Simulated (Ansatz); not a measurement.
Ag4HgGe2S7 (Cc, No. 9; cell taken from a computed entry)

Calculation: LDA in Ansatz (plane waves, PAW).

Settings: plane-wave cutoff 520 eV, 6×6×4 k mesh (along the axes of the cell as run), Fermi–Dirac smearing 0.01 eV, no spin polarisation, scalar-relativistic PAW data made under PBE.

Cell (relaxed with PBEsol):

```
CELL_PARAMETERS angstrom
      8.75047    -3.38481     0.02729
      8.75047     3.38481     0.02729
     -0.53227     0.00000    10.36603
ATOMIC_POSITIONS crystal
  Ag 0.16856 0.82698 0.00144
  Ag 0.82698 0.16856 0.50144
  Ag 0.38266 0.74116 0.38334
  Ag 0.74116 0.38266 0.88334
  Ag 0.50643 0.91389 0.09619
  Ag 0.91389 0.50643 0.59619
  Ag 0.39491 0.16035 0.45285
  Ag 0.16035 0.39491 0.95285
  Ge 0.59759 0.25620 0.17206
  Ge 0.25620 0.59759 0.67206
  Ge 0.96144 0.31295 0.24356
  Ge 0.31295 0.96144 0.74356
  Hg 0.01792 0.67516 0.27821
  Hg 0.67516 0.01792 0.77821
  S  0.19864 0.86367 0.59497
  S  0.86367 0.19864 0.09497
  S  0.30030 0.03648 0.29034
  S  0.03648 0.30030 0.79034
  S  0.89938 0.55754 0.13409
  S  0.55754 0.89938 0.63409
  S  0.53998 0.13206 0.01582
  S  0.13206 0.53998 0.51582
  S  0.70245 0.06771 0.34824
  S  0.06771 0.70245 0.84824
  S  0.60600 0.31817 0.70464
  S  0.31817 0.60600 0.20464
  S  0.77404 0.44777 0.41964
  S  0.44777 0.77404 0.91964
```

```yaml
band_gap: 0.37 eV
```

Note: cell and atoms aren't relaxed at this level (largest force component 0.11 eV/Å, pressure -2.3 GPa); this cell isn't known to be the ambient phase, and symmetry holds it in the calculation.

Spin–orbit coupling is not included.

Computed values are for the static lattice.

Ansatz is a quantum-chemistry and plane-wave program.
